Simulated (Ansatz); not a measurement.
**CsPbBr3: isotropic strain +1.80 %**

Start from CsPbBr3 in the cubic perovskite structure (space group Pm-3m, No. 221; a = 5.872 Å).

It is then changed as follows: every lattice vector is stretched by 1.80 %; the atoms relax in the strained cell.

Calculations: PBEsol (Ansatz, a program for electronic structure; PAW; 420 eV plane waves; no spin-orbit coupling). Γ-centred 6×6×6 mesh, Fermi–Dirac width 0.05 eV.

```tsv
quantity	base	changed	shift
space group	Pm-3m (No. 221)	Pm-3m (No. 221)	–
energy relative to the base (free energy F)	0 meV/atom	+7.4 meV/atom	+7.4 meV/atom
pressure	0.00 GPa	-1.01 GPa	-1.01 GPa
band gap	1.43 eV	1.64 eV	+0.21 eV
gap character	direct at R	direct at R	–
mean gap deformation potential ΔEg/Δln V	–	+3.9 eV	–
width of the top valence band	2.07 eV	1.73 eV	-0.34 eV
electron mass (degenerate bands, along [100])	0.077, 0.74, 0.74 mₑ (at R)	0.086, 0.80, 0.80 mₑ (at R)	–
hole mass	0.13 mₑ (at R)	0.16 mₑ (at R)	–
```

With Pb present, leaving out spin-orbit coupling can change the band edges. Effective masses come from finite differences of ±0.01 Å⁻¹. No phonon test of stability was made. Many cubic perovskites are stable only at high temperature; tilts and polar distortions were not tested. This is not the structure that CsPbBr3 has at room temperature and ambient pressure.
